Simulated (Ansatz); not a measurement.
Consider ZnO in the wurtzite structure (space group P6_3mc, No. 186; a = 3.2352 Å, c = 5.2114 Å). Axes: x lies along a and z along c of the hexagonal cell.

All numbers come from Kohn–Sham DFT with the r2SCAN functional, run in Ansatz (an electronic-structure program) with PAW and 500 eV plane waves, no SOC.

Before the change:

| Quantity | Result |
|---|---|
| Band gap | 1.24 eV |

One thing is altered: tensor shear ε_yz = +0.62 % (engineering shear γ = 0.0124); the atoms relax in the strained cell.

Question: What happens to the band gap?

Answer: The band gap remains 1.24 eV.

Question: What happens to the stress?

Answer: The stress (xx, yy, zz, yz, xz, xy; compression positive) amounts to (0.00, -0.02, 0.00, -0.47, 0.00, 0.00) GPa.

Whether these cells are dynamically stable was not tested.
